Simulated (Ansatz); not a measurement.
KTaO3, pressure series

The parent structure is KTaO3 in the cubic perovskite structure (space group Pm-3m, No. 221; a = 4.023 Å).

Cell and atoms are relaxed at each pressure.

Calculations: Ansatz (a quantum-chemistry and plane-wave program) PBE, no spin-orbit coupling, earlier PAW set.

```json
[
 {"pressure (GPa)": "-2", "band gap (eV)": "2.15"},
 {"pressure (GPa)": "-1", "band gap (eV)": "?"},
 {"pressure (GPa)": "0", "band gap (eV)": "2.17"},
 {"pressure (GPa)": "3", "band gap (eV)": "2.21"},
 {"pressure (GPa)": "7", "band gap (eV)": "2.25"},
 {"pressure (GPa)": "15", "band gap (eV)": "2.33"}
]
```

Task: Fit E_g = E₀ + αP + βP² to the rows shown and predict the withheld row.

Result: Least squares on the printed values gives E₀ = 2.17 eV, α = 11.8 meV/GPa, β = -0.087 meV/GPa² (largest residual 0.00 eV); this predicts 2.16 eV, and the run gives 2.16 eV, in agreement.

Spin-orbit coupling, missing from the scalar runs, can matter with Ta. Load acts through the strain it causes; cell and atoms are relaxed under it. Stability against distortions was not tested. Competing high-pressure phases were not computed.
